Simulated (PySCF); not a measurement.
PySCF 2.14.0, unrestricted R2SCAN/def2-svp, df: Sn(Me)2(Cl) ([CH3][Sn]([CH3])[Cl]), charge 0, multiplicity 2, 10 atoms. The geometry is a generated start, not checked to be a minimum at this level.

```
Quantity                                             Value
-------------------------  -------------------------------
task                                                energy
method                                              r2scan
basis                                             def2-svp
two-electron scheme                        density fitting
mol.max_memory                                     3000 MB
mf.max_cycle                                           100
mf.conv_tol                                1e-09 (default)
mf.grids.level                                 3 (default)
effective core potentials  those of the basis set, past Kr
basis functions                                        102
grid points                                         127928
```

```xyz
10

Sn     0.3531     0.0246     1.0688
C     -1.2141    -1.5035     0.2622
H     -0.6713    -2.2095    -0.3559
H     -1.9417    -0.9606    -0.3298
H     -1.7077    -2.0242     1.0784
C      0.6670     1.7789    -0.4320
H      1.4296     1.4570    -1.1316
H      0.9913     2.6769     0.0865
H     -0.2693     1.9610    -0.9462
Cl     2.3630    -1.2006     0.6997
```

Charge 0 and multiplicity 2 are set for this test and not shown to be the ground state.

With the defaults (mf.DIIS = CDIIS, mf.diis = true, mf.diis_space = 8, mf.damp = 0, mf.diis_start_cycle = 1, mf.init_guess = minao, newton = off) it converges in 17 Fock builds. One run each on 2 threads, 1 BLAS thread, with these changes:
- mf.diis = false, mf.damp = 0.7, mf.diis_start_cycle = 999
- mf.diis_space = 20
- newton = Hessian by the SCF's own integrals
- mf.DIIS = ADIIS
- mf.diis = false
- mf.init_guess = 1e
- mf.diis_space = 3
- mf.damp = 0.3, mf.diis_start_cycle = 4
- mf.DIIS = EDIIS

Name the settings that don't reach the solution of the defaults.

No convergence: mf.DIIS = EDIIS; mf.diis = false (the run ends without SCF convergence in 100 cycles). The rest reach the solution of the defaults.

| setting | Fock builds | end |
|---|---|---|
| the defaults | 17 | same solution |
| mf.diis_space = 20 | 17 | same solution |
| mf.damp = 0.3, mf.diis_start_cycle = 4 | 19 | same solution |
| mf.DIIS = ADIIS | 21 | same solution |
| mf.init_guess = 1e | 22 | same solution |
| mf.diis_space = 3 | 23 | same solution |
| mf.diis = false, mf.damp = 0.7, mf.diis_start_cycle = 999 | 36 | same solution |
| newton = Hessian by the SCF's own integrals | 61 | same solution |
| mf.DIIS = EDIIS | 101 | no convergence |
| mf.diis = false | 101 | no convergence |

Under newton the count holds the products with the orbital Hessian.
